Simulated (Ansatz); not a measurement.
Structures of equal composition on the (0001) surface of 4H silicon carbide (Si plane on top): (√3x√3)R30° Au adatom at H3; (√3x√3)R30° Au adatom at T4. The slabs share one bottom face, and each structure is named by its start. These are constructed structures in small cells; real faces may alloy, dewet or reconstruct in larger ones, and not all known structures of the face are among them. Slabs of about 10 Å, Fermi-Dirac smearing of 0.025 eV. Bottom of the slabs: H caps. Relaxed from the named starts with such symmetry as they have, on meshes of like density; energies extrapolated to zero smearing; spin only where a row says so; no spin-orbit coupling, no U. Brackets mark spin-polarised runs, whose order is one that fits the cell. Where a second, spin-polarised start was run, the lower counts.

Level of theory: r2SCAN, at the PBE geometry (plane waves to 500 eV, PAW; Ansatz, an electronic-structure program).

Question: Order them by energy per 1x1 cell (lowest first) at the level r2SCAN, at the PBE geometry.

Answer: (√3x√3)R30° Au adatom at H3 (0.000 eV, no gap on the mesh), (√3x√3)R30° Au adatom at T4 (0.049 eV, no gap on the mesh)
